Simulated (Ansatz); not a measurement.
## Hypothetical cubic perovskite LaLuO3, response to strain

Base system: LaLuO3 in the cubic perovskite structure (space group Pm-3m, No. 221; a = 4.193 Å; a hypothetical phase, not in the database extracts checked). Axes: x, y, z lie along the cube axes.

Strains are applied to the cell and any free atomic positions relax; under biaxial strain the out-of-plane vector relaxes too.

Levels (all Ansatz, a first-principles code, PAW): PBEsol (420 eV, no spin-orbit coupling); HSE06 (420 eV, without spin-orbit coupling).

Band gaps by level, all at the geometries relaxed with PBEsol:

```tsv
case	PBEsol	HSE06
base	1.43 eV	3.13 eV
biaxial strain +1.54 %, plane normal [110], relaxed out of plane	1.34 eV	?
uniaxial strain ε_yy = −1.04 %	1.27 eV	?
strain tensor (xx, yy, zz, yz, xz, xy) = (−0.05, −0.23, +0.52, −1.65, −0.41, −0.39) %	1.33 eV	?
```

Q: Some entries are withheld; estimate them.

A: 
- biaxial strain +1.54 %, plane normal [110], relaxed out of plane, HSE06: 3.01 eV
- uniaxial strain ε_yy = −1.04 %, HSE06: 2.98 eV
- strain tensor (xx, yy, zz, yz, xz, xy) = (−0.05, −0.23, +0.52, −1.65, −0.41, −0.39) %, HSE06: 3.02 eV

Single points use the geometry relaxed with PBEsol. Whether these cells are dynamically stable was not tested. Many cubic perovskites are stable only at high temperature; tilts and polar distortions were not tested.
